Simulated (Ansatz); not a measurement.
Take GeSb$_{4}$Te$_{7}$ (space group P-3m1, No. 164; a = 4.257 Å, c = 23.391 Å; a cell from a computed database, its experimental status unchecked) as the base.

Level of theory: PBE-D3(BJ) (Ansatz, an electronic-structure program; PAW; 420 eV plane waves; no spin-orbit coupling).

For the base:

```
Property            Value
---------------  --------
Volume per atom  30.59 Å³
Band gap          0.08 eV
```

Modification: a hydrostatic pressure of 1.5 GPa.

### Question
Predict the new volume per atom and band gap.

### Answer
The volume per atom falls by 0.98 Å³ (30.59 Å³ → 29.61 Å³); the band gap becomes zero (base: 0.08 eV).

The mesh was chosen for an insulator and is coarse for the gapless case. With Sb and Te present, leaving out spin-orbit coupling can change the band edges. Load acts through the strain it causes; cell and atoms are relaxed under it. Whether these cells are dynamically stable was not tested. The final runs are not spin-polarised. The D3 term's C6 switches between coordination references near this geometry, which can add small steps to energies. A zero or small gap of GeSb4Te7 can be the functional's error rather than a property of the material.
